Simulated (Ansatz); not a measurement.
composition Si15P, cell Si60P4, brought to this temperature after a much hotter stage, at a temperature that wasn't checked against the liquidus, so perhaps supercooled [in the run: it was liquid; mean temperature 1498 K (target 1500 K); density 2.46 g/cm³; mean pressure -0.5 GPa against a target of 0; one k-point, which a denser mesh shifts by 0.1 GPa in pressure and 0.11 eV/Å in forces]. The solute's share, one atom in sixteen, is far above doping levels in devices. Bonds are counted up to P-Si 2.90 Å, Si-Si 3.18 Å.

Question: What distribution of Si-Si-Si angles does PBE (Ansatz, a first-principles code) give?

Answer: mean 99°, standard deviation 32°.
```
angle (°) | p (1/°)
      1.5 |  0.0000
      4.5 |  0.0000
      7.5 |  0.0000
     10.5 |  0.0000
     13.5 |  0.0000
     16.5 |  0.0000
     19.5 |  0.0000
     22.5 |  0.0000
     25.5 |  0.0000
     28.5 |  0.0000
     31.5 |  0.0000
     34.5 |  0.0000
     37.5 |  0.0000
     40.5 |  0.0001
     43.5 | #### 0.0014
     46.5 | ############ 0.0045
     49.5 | ####################### 0.0084
     52.5 | ########################### 0.0102
     55.5 | ############################# 0.0108
     58.5 | ########################### 0.0100
     61.5 | ######################### 0.0094
     64.5 | ####################### 0.0088
     67.5 | ####################### 0.0087
     70.5 | ####################### 0.0087
     73.5 | ######################## 0.0091
     76.5 | ######################### 0.0094
     79.5 | ########################## 0.0099
     82.5 | ########################### 0.0102
     85.5 | ############################# 0.0110
     88.5 | ############################## 0.0112
     91.5 | ############################## 0.0111
     94.5 | ############################# 0.0109
     97.5 | ############################# 0.0109
    100.5 | ############################ 0.0106
    103.5 | ############################ 0.0106
    106.5 | ########################### 0.0100
    109.5 | ######################### 0.0095
    112.5 | ######################### 0.0095
    115.5 | ######################## 0.0088
    118.5 | ###################### 0.0084
    121.5 | ###################### 0.0083
    124.5 | ##################### 0.0078
    127.5 | #################### 0.0075
    130.5 | ################## 0.0069
    133.5 | ################## 0.0069
    136.5 | ################# 0.0064
    139.5 | ################ 0.0060
    142.5 | ################ 0.0059
    145.5 | ############### 0.0054
    148.5 | ############# 0.0050
    151.5 | ############ 0.0045
    154.5 | ########### 0.0042
    157.5 | ########## 0.0037
    160.5 | ######### 0.0033
    163.5 | ####### 0.0028
    166.5 | ###### 0.0022
    169.5 | ##### 0.0019
    172.5 | #### 0.0013
    175.5 | ## 0.0008
    178.5 | # 0.0003
```
